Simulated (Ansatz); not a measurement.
The reference is NaYS₂ (space group R-3m, No. 166; a = 3.9358 Å, c = 19.7562 Å (hexagonal axes); a model cell). Axes: x lies along a and z along c of the hexagonal cell.

Calculations: PBEsol/PAW in Ansatz (a program for electronic structure), scalar-relativistic without spin-orbit coupling.

Strains are applied to the cell and any free atomic positions relax.

One change was made to it. Results:

The energy rises by 10 meV/atom; the largest internal atomic displacement amounts to 0.073 Å; the band gap decreases by 0.05 eV to 2.09 eV; the valence-band top at Γ (three highest levels, from the VBM) changes from 0.00, 0.00, -0.16 eV to 0.00, -0.12, -0.21 eV.

**Question.** Which of these changes matches the shifts?
(A) tensor shear ε_yz = +2.25 %
(B) isotropic strain −0.92 %
(C) tensor shear ε_yz = +3.60 %
(D) strain tensor (xx, yy, zz, yz, xz, xy) = (+2.90, +0.44, +0.99, −0.57, −0.56, −0.52) %

**Answer.** C, tensor shear ε_yz = +3.60 %. For comparison, the energy relative to the base in the other runs: strain tensor (xx, yy, zz, yz, xz, xy) = (+2.90, +0.44, +0.99, −0.57, −0.56, −0.52) % gives +8.8 meV/atom; isotropic strain −0.92 % gives +2.7 meV/atom; tensor shear ε_yz = +2.25 % gives +3.9 meV/atom.

Stability against distortions was not tested.
